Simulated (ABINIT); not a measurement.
**One base run on ZrV2 (Fd-3m, 6 atoms in the cell) and variants with one or two settings moved**

```yaml
crystal:
  lattice:
    - [0.00000, 3.72500, 3.72500]
    - [3.72500, 0.00000, 3.72500]
    - [3.72500, 3.72500, 0.00000]
  atoms:
    - { symbol: V, position: [0.62500, 0.62500, 0.62500], spin: 2.0 }
    - { symbol: V, position: [0.12500, 0.62500, 0.62500], spin: 2.0 }
    - { symbol: V, position: [0.62500, 0.62500, 0.12500], spin: 2.0 }
    - { symbol: V, position: [0.62500, 0.12500, 0.62500], spin: 2.0 }
    - { symbol: Zr, position: [0.00000, 0.00000, 0.00000] }
    - { symbol: Zr, position: [0.25000, 0.25000, 0.25000] }
```
(The spins are starting values, not results.)

Base run A: PBEsol, norm-conserving pseudopotentials (PseudoDojo nc-sr-04 PBEsol standard) run with ABINIT, self-consistent single point.

Its settings: pseudos = [V.upf, Zr.upf]; ecut = 42 Ha; ixc = -116133; nsppol = 2; occopt = 6; tsmear = 0.00734986 Ha; ngkpt = 3 3 3; nshiftk = 1; shiftk = 0 0 0; potentials = PseudoDojo nc-sr-04 PBEsol standard; nband = 53; kptopt = 1; nstep = 50; tolvrs = 1e-11.

The starting cell comes from a database of published, mostly measured structures (it also holds non-ambient and calculated ones), without a prior relaxation at this level. The starting moments vanished: the run ended non-magnetic, which need not be the lowest state. In the base run, with a pressure of about -11 GPa the cell is away from its equilibrium volume at this level. Without a gap this mesh is coarse (it stands for a supercell whose shortest vector is 16 Å).

ΔF is the free energy per atom less that of run A. A dash stands where there is no value to compare (another energy zero or no entropy term, no result, no spin, no clean gap, or a mesh too coarse for one). 

Run A gave: pressure (GPa) -11.30; size of the net moment (μB/atom) 0.00; ending converged.

Runs:
- B: tsmear: 0.00734986 Ha → 0.0183747 Ha
- C: lattice scaled by 0.985; ecut: 42 Ha → 25 Ha
- D: ecut: 42 Ha → 21 Ha
- E: iscf: default → 3
- F: tolvrs: 1e-11 → 1e-05
- G: diemac: default → 1e+06
- H: occopt: 6 → 5

Task: What does run H change against A?

Result: The free energy goes up by 5.6 meV/atom, the pressure moves little (-11.30 to -11.25 GPa) and the size of the net moment goes from 0.00 to 0.03 μB/atom.

Task: What does run B change against A?

Result: The free energy rises by 2.0 meV/atom and the pressure goes from -11.30 to -10.30 GPa.

```json
[
 {"run": "A", "ΔF (meV/atom)": "0.00", "pressure (GPa)": "-11.30", "size of the net moment (μB/atom)": "0.00", "ending": "converged"},
 {"run": "B", "ΔF (meV/atom)": "1.96", "pressure (GPa)": "-10.30", "size of the net moment (μB/atom)": "0.00", "ending": "converged"},
 {"run": "C", "ΔF (meV/atom)": "865.8", "pressure (GPa)": "-54.48", "size of the net moment (μB/atom)": "0.00", "ending": "converged"},
 {"run": "D", "ΔF (meV/atom)": "3058.9", "pressure (GPa)": "-121.28", "size of the net moment (μB/atom)": "0.00", "ending": "converged"},
 {"run": "E", "ΔF (meV/atom)": "–", "pressure (GPa)": "–", "size of the net moment (μB/atom)": "–", "ending": "not converged"},
 {"run": "F", "ΔF (meV/atom)": "0.00", "pressure (GPa)": "-11.30", "size of the net moment (μB/atom)": "0.00", "ending": "converged"},
 {"run": "G", "ΔF (meV/atom)": "0.00", "pressure (GPa)": "-11.30", "size of the net moment (μB/atom)": "0.00", "ending": "converged"},
 {"run": "H", "ΔF (meV/atom)": "5.6", "pressure (GPa)": "-11.25", "size of the net moment (μB/atom)": "0.03", "ending": "converged"}
]
```
